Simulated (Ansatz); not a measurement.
End structure of a constructed model of the (111) surface of fcc Ir, (√3x√3)R30° layer of Cl, one a cell, in the other hollow (bottom of the slab: a bare face, its two planes held):

```yaml
crystal:
  lattice:
    - [4.10580, 2.37048, 0.00000]
    - [-4.10580, 2.37048, 0.00000]
    - [0.00000, 0.00000, 29.50000]
  atoms:
    - { symbol: Ir, position: [0.00000, 0.66667, 0.27668] }
    - { symbol: Ir, position: [0.33333, 0.33333, 0.27668] }
    - { symbol: Ir, position: [0.66667, 0.00000, 0.27668] }
    - { symbol: Ir, position: [0.00000, 0.33333, 0.35244] }
    - { symbol: Ir, position: [0.33333, 0.00000, 0.35244] }
    - { symbol: Ir, position: [0.66667, 0.66667, 0.35244] }
    - { symbol: Ir, position: [0.00000, 0.99971, 0.42756] }
    - { symbol: Ir, position: [0.33363, 0.66696, 0.42756] }
    - { symbol: Ir, position: [0.66637, 0.33333, 0.42756] }
    - { symbol: Ir, position: [0.00000, 0.66762, 0.50375] }
    - { symbol: Ir, position: [0.33429, 0.33333, 0.50375] }
    - { symbol: Ir, position: [0.66571, 0.99905, 0.50375] }
    - { symbol: Ir, position: [0.00000, 0.33333, 0.57756] }
    - { symbol: Ir, position: [0.33333, 0.00000, 0.58009] }
    - { symbol: Ir, position: [0.66667, 0.66667, 0.58009] }
    - { symbol: Ir, position: [0.00000, 0.00215, 0.65351] }
    - { symbol: Ir, position: [0.33118, 0.66452, 0.65351] }
    - { symbol: Ir, position: [0.66882, 0.33333, 0.65351] }
    - { symbol: Cl, position: [0.00000, 0.33333, 0.72178] }
```

Model: 19-atom slab, 13.2 Å thick at the start, 9x9x1 mesh, Fermi-Dirac 0.1 eV, dipole correction, 6 atoms held, the rest relaxed; held to the start's symmetry, so lower structures may exist; no spin, no spin-orbit, no U. In PBE it lies 0.03 eV a 1x1 cell over the lowest computed structure of the same composition ((√3x√3)R30° layer of Cl, one a cell, on the site that continues the host's stacking).

Task: What work function of the top face does PBE (Ansatz, a program for electronic structure) give?

Result: 5.01 eV
